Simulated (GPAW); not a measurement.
GPAW run on MgMn2O4 (P-3m1, 7 atoms in the cell): self-consistent single point.

Method of the run: LDA (Perdew-Wang 92)+U, GPAW PAW datasets LDA (gpaw-data 1.0.1) (plane waves; GPAW).

```
MgMn2O4
1.0
    3.09290     0.00000     0.00000
   -1.54645     2.67853     0.00000
    0.00000     0.00000    10.13797
Mg Mn O
1 2 4
Direct
  0.00000   0.00000   0.00000
  0.00000   0.00000   0.73073
  0.00000   0.00000   0.26927
  0.66667   0.33333   0.12402
  0.33333   0.66667   0.87598
  0.66667   0.33333   0.65128
  0.33333   0.66667   0.34872
```
Moments meant for the start (each program seeds them in its own way; μB, in the order of the atoms Mg Mn Mn O O O O): 0.0 4.0 4.0 0.0 0.0 0.0 0.0.

Reference input (self-consistent single point, DFT LDA (Perdew-Wang 92), plane waves, GPAW PAW datasets LDA (gpaw-data 1.0.1)): spinpol = true; mode = pw; ecut = 900 eV; xc = LDA; kpts = 7 7 2; mesh shift (steps) = 0 0 0; occupations.name = methfessel-paxton; occupations.width = 0.2 eV; occupations.order = 0; nbands = -11; symmetry.symmorphic = false; symmetry.tolerance = 0.0005. This run's input differs from it in these lines:

```diff
@@ -22,2 +22,3 @@
             xc='LDA',
+            setups={'Mn': ':d,2.0'},
             kpts={'size': (7, 7, 2), 'gamma': True},
```

Output (repeated stretches shortened):

```
     iter     time        total  log10-change:  magmom
                         energy   eigst   dens
iter:   1 --:--:--   -60.736108                   +8.0068
iter:   2 --:--:--   -59.508720   -0.73  -1.08    +8.0020
iter:   3 --:--:--   -56.971432   -0.82  -1.14    +7.9997
iter:   4 --:--:--   -56.858460   -2.31  -1.45    +8.0001
iter:   5 --:--:--   -56.914939   -1.97  -1.49    +8.0001
iter:   6 --:--:--   -56.710579   -2.29  -1.76    +8.0000
iter:   7 --:--:--   -56.725244   -3.79  -2.09    +8.0000
iter:   8 --:--:--   -56.683986   -3.01  -2.21    +8.0000
iter:   9 --:--:--   -56.684775   -3.80  -2.66    +8.0000
iter:  10 --:--:--   -56.685085c  -4.85  -2.93    +8.0000
iter:  11 --:--:--   -56.684264c  -4.47  -2.97    +8.0000
iter:  12 --:--:--   -56.684114c  -5.42  -3.19    +8.0000
iter:  13 --:--:--   -56.684428c  -5.01  -3.25    +8.0000
iter:  14 --:--:--   -56.684337c  -6.63  -3.37    +8.0000
iter:  15 --:--:--   -56.684117c  -5.08  -3.43    +8.0000
iter:  16 --:--:--   -56.684119c  -6.23  -3.88    +8.0000
iter:  17 --:--:--   -56.684123c  -6.63  -4.16c   +8.0000
iter:  18 --:--:--   -56.684124c  -7.33  -4.30c   +8.0000
iter:  19 --:--:--   -56.684124c  -8.09c -4.29c   +8.0000
Converged after 19 iterations.

Dipole moment: (-0.000000, -0.000000, -0.000000) |e|*Ang

Total magnetic moment: (0.000000, 0.000000, 8.000000)
Local magnetic moments:
   0 Mg ( 0.000000,  0.000000,  0.007598)
   1 Mn ( 0.000000,  0.000000,  3.797650)
   2 Mn ( 0.000000,  0.000000,  3.797650)
   3 O  ( 0.000000,  0.000000,  0.041365)
   4 O  ( 0.000000,  0.000000,  0.041365)
   5 O  ( 0.000000,  0.000000, -0.038422)
   6 O  ( 0.000000,  0.000000, -0.038422)

Energy contributions relative to reference atoms: (reference = -76449.806238)

Kinetic:        +36.036227
Potential:      -37.833138
External:        +0.000000
XC:             -55.764598
Entropy (-ST):   -0.058043
Local:           +0.906406
SIC:             +0.000000
--------------------------
Free energy:    -56.713146
Extrapolated:   -56.684124

   [... lines left out ...]
Fermi level: 4.20401
No gap
   [... lines left out ...]
  1 Mn    0.00000   -0.00000   -0.46121
  2 Mn    0.00000    0.00000    0.46121
  3 O     0.00000    0.00000    0.19292
  4 O    -0.00000   -0.00000   -0.19292
  5 O    -0.00000    0.00000    1.25069
  6 O     0.00000   -0.00000   -1.25069

Stress tensor:
     0.111656     0.000000     0.000000
     0.000000     0.111656     0.000000
     0.000000     0.000000     0.078977
Stress (GPa, Voigt): [17.8893 17.8893 12.6536  0.      0.      0.    ]
```

The run converged in 19 iterations. GPAW prints stress with tension positive. Against the reference run the largest force goes from 1.536 to 1.251 eV/Å and the size of the net moment stays at 1.14 μB/atom.

At such cutoffs GPAW's stress carries a finite-basis (Pulay) error, which enters relaxed cells too; its log prints stress with tension positive.

The starting cell comes from a database of computed structures (which also holds hypothetical and non-ambient phases and stackings), without a prior relaxation at this level. Its lattice was rescaled by a random factor within 2.5 % of one. The magnetic order is the one reached from the typed start; others were not searched systematically. With U or open f shells several self-consistent states can exist. Forces in this geometry exceed 1 eV/Å.

Cost on one core of a shared machine: roughly 3 min.
